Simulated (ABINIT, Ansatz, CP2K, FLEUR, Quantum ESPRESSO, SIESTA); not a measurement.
**Code comparison for LaZnSbO (P4/nmm, 8 atoms in the cell)**

Self-consistent single point.

```xyz
8
Lattice="4.2684 0.0000 0.0000 0.0000 4.2684 0.0000 0.0000 0.0000 9.7164" Properties=species:S:1:pos:R:3 pbc="T T T"
La     0.0000     2.1342     8.5571
La     2.1342     0.0000     1.1593
Zn     0.0000     0.0000     4.8582
Zn     2.1342     2.1342     4.8582
Sb     2.1342     0.0000     6.6086
Sb     0.0000     2.1342     3.1078
O      2.1342     2.1342     0.0000
O      0.0000     0.0000     0.0000
```

All programs got the same cell, k-point mesh and kind of occupations (in Ansatz's words: kpoints.mp_grid.grid = 5 5 3; scf.occupations.method = gaussian; scf.occupations.width = 0.2 eV); potentials, basis and cutoffs are each program's usual ones.

```json
[
 {"code": "Quantum ESPRESSO", "model": "PBEsol, GBRV 1.5 ultrasoft (PBESOL) pseudopotentials", "pressure (GPa)": "-4.80", "largest force (eV/Å)": "0.335", "k-points": "12", "cutoff": "50 Ry"},
 {"code": "CP2K", "model": "PBEsol, GPW, DZVP-MOLOPT-SR-GTH basis, GTH-PBE potentials (GTH_POTENTIALS)", "pressure (GPa)": "-2.86", "largest force (eV/Å)": "0.170", "k-points": "38", "cutoff": "grid 600 Ry"},
 {"code": "Ansatz", "model": "PBEsol, PAW files made with PBE", "pressure (GPa)": "-4.84", "largest force (eV/Å)": "0.362", "k-points": "12", "cutoff": "default"},
 {"code": "FLEUR", "model": "PBEsol, all-electron FLAPW (FLEUR), scalar-relativistic valence", "pressure (GPa)": "–", "largest force (eV/Å)": "0.323", "k-points": "12", "cutoff": "Kmax 4.1 1/bohr"},
 {"code": "ABINIT", "model": "PBEsol, PAW (JTH v2.0 PBE PAW, files made for PBE)", "pressure (GPa)": "-4.58", "largest force (eV/Å)": "0.283", "k-points": "12", "cutoff": "30 Ha"},
 {"code": "SIESTA", "model": "GGA PBEsol, numerical atomic orbitals DZP, PseudoDojo PBEsol standard norm-conserving potentials (rewritten from UPF to PSML)", "pressure (GPa)": "-3.13", "largest force (eV/Å)": "0.452", "k-points": "38", "cutoff": "grid 400 Ry"}
]
```

Size of the force on each atom (eV/Å): Sizes of forces hide their directions.

```csv
code,La1,La2,Zn3,Zn4,Sb5,Sb6,O7,O8
Quantum ESPRESSO,0.335,0.335,0.000,0.000,0.255,0.255,0.000,0.000
CP2K,0.170,0.170,0.000,0.000,0.076,0.076,0.000,0.000
Ansatz,0.362,0.362,0.000,0.000,0.268,0.268,0.000,0.000
FLEUR,0.323,0.323,0.000,0.000,0.257,0.257,0.000,0.000
ABINIT,0.273,0.273,0.000,0.000,0.283,0.283,0.000,0.000
SIESTA,0.452,0.452,0.000,0.000,0.008,0.008,0.000,0.000
```

A dash marks a value that a program does not give, or that is left out as unsure.

The spread over the programs that give each value: pressure within 1.98 GPa; largest force within 0.282 eV/Å.

The starting cell comes from a database of computed structures (which also holds hypothetical and non-ambient phases and stackings), without a prior relaxation at this level. Its lattice was rescaled by a random factor within 2.5 % of one. On Ansatz's run: Spin-orbit coupling is off. In the base run, with a pressure of about -5 GPa the cell is away from its equilibrium volume at this level.

Task: Why do the programs differ, and what cannot be compared?

Result: Differences of this kind can come from the potentials, where these differ, and from what each basis and cutoff leave unconverged. The valence holds different numbers of electrons (Quantum ESPRESSO 104, CP2K 68, Ansatz (an electronic-structure program) 88, FLEUR 88, ABINIT 88, SIESTA 104). The zero of total energies and Fermi levels follows the potentials and each program's conventions, so they are not compared here. CP2K and SIESTA use small atom-centred bases, whose incompleteness enters pressures, forces and empty levels differently from a plane-wave cutoff. FLEUR treats all electrons, but the usual bases taken here (sphere radii, linearisation, local orbitals, empty states) were not tested for convergence, so the values are no reference for the others. Ansatz's pressure is given at a fixed set of plane waves, as the other plane-wave codes print theirs; with its correction for the finite basis it is -4.72 GPa. The programs reduce the same mesh by symmetry to different extents, which changes the work and not the result. In the pressure, CP2K (by 1.94) and SIESTA (by 1.67) lie more than 1 GPa from the median of the plane-wave programs. In the force vectors, CP2K (by 0.192) and SIESTA (by 0.787) lie more than 0.08 eV/Å from the median of the plane-wave programs.

Left out of this page: Elk (not drawn, or without a comparable value).

Keys are those of Ansatz 0.2.
